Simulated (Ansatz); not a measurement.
The starting structures come from a database of crystals and need not be the phases stable at ambient conditions.

Inside the gap of an insulator the Bloch states are evanescent, with a wavenumber k + iκ along the transport direction.

Input:

```yaml
crystal:
  lattice:
    - [8.93975, 0.00000, 0.00000]
    - [0.00000, 8.93975, 0.00000]
    - [4.46988, -4.46988, 3.75276]
  atoms:
    - { symbol: Rb, position: [0.50000, 0.00000, 0.00000] }
    - { symbol: Rb, position: [0.00000, 0.50000, 0.00000] }
    - { symbol: Sn, position: [0.50000, 0.50000, 0.00000] }
    - { symbol: Hg, position: [0.00000, 0.00000, 0.00000] }
    - { symbol: Te, position: [0.09346, 0.90654, 0.47470] }
    - { symbol: Te, position: [0.90654, 0.43184, 0.52530] }
    - { symbol: Te, position: [0.43184, 0.56816, 0.47470] }
    - { symbol: Te, position: [0.56816, 0.09346, 0.52530] }
```

Space group of this cell: I-42m. The cell is taken as given.

Transport runs along the normal of the first two printed cell vectors, the (001) plane of the conventional cell.

The gap is the functional's own. No spin-orbit coupling. Mid-gap values are interpolated on the energy grid.

Q: Compute, with r2SCAN run with Ansatz (a program for electronic structure), the band gap and the smallest decay constant κ at mid-gap.

A: Gap 0.91 eV on a 8×8×8 mesh; κ = 0.138 1/Å, at the zone centre.
